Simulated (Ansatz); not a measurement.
**GeSe: response to strain**

Consider GeSe in the GeS type structure (space group Pnma, No. 62; a = 10.5197 Å, b = 3.8237 Å, c = 4.1429 Å; layered, stacked along the Cartesian x axis). Axes: x, y, z lie along a, b, c of the conventional cell.

Strains are applied to the cell and any free atomic positions relax; under biaxial strain the out-of-plane vector relaxes too; under stress the whole cell relaxes.

Level of theory: PBEsol-D3(BJ), PAW, 420 eV (Ansatz, a program for electronic structure; no spin-orbit coupling).

Candidates:
(a) isotropic strain +0.61 %
(b) biaxial strain −1.92 %, plane normal [001], relaxed out of plane
(c) biaxial strain −0.80 %, plane normal [001], relaxed out of plane
(d) isotropic strain +2.34 %
(e) uniaxial stress, 1 GPa tension along x

Base values:

The band gap is 0.11 eV.

Order them by band gap, lowest first.

(e) uniaxial stress, 1 GPa tension along x (zero), (c) biaxial strain −0.80 %, plane normal [001], relaxed out of plane (0.16 eV), (a) isotropic strain +0.61 % (0.21 eV), (b) biaxial strain −1.92 %, plane normal [001], relaxed out of plane (0.29 eV), (d) isotropic strain +2.34 % (0.49 eV)

Beyond what the load breaks, stability against distortions was not tested. The final runs are not spin-polarised. Gaps under 0.05 eV, about the width of the smearing, are given as zero. The D3 term's C6 switches between coordination references near this geometry, which can add small steps to energies. A zero or small gap of GeSe can be the functional's error rather than a property of the material.
